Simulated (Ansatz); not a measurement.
Cost and result by functional for the adsorption energy of CO on the 1x1 (0001) surface of hcp Ti, one in a 2x2 cell, started at the site 'bridge Ti-Ti (span 2.9 Å)', in Ansatz (plane waves, PAW). Single points on the PBE structure, on one kind of machine; costs are rough ratios of the slab run's core time (references not counted) to the cheapest single point. r2SCAN's cost holds its higher cutoff (500 against 420 eV). Differences are taken against r2SCAN for comparison alone: no measured value is at hand, so the table doesn't rank accuracy.

Model: 18-atom slab, 6.8 Å thick at the start under the adsorbate (thin: gaps and levels are the slab's own), 6x6x1 mesh, Fermi-Dirac 0.1 eV, dipole correction, 8 atoms held, the rest relaxed; held to the start's symmetry, so lower structures may exist; no spin, no spin-orbit, no U, no dispersion correction. At the end it is bonded to 3 Ti. In PBE it is, or lies within 0.03 eV of, the lowest of the starts that converged. These notes are the PBE run's. Adsorption energies are against CO(g). A negative adsorption energy means that the adsorbate is more stable on the surface than in its reference.

```
functional                     relative cost  adsorption energy (eV)  less r2SCAN (eV)
-----------------------------  -------------  ----------------------  ----------------
RPBE                                       1                   -1.61              0.48
r2SCAN                                     3                   -2.09              0.00
PBE (the relaxed run's value)              –                   -1.90              0.19
```

The values span 0.48 eV, while the single points' costs differ by a factor of roughly 3. Differences are of unrounded values.

Ansatz is a program for electronic structure.
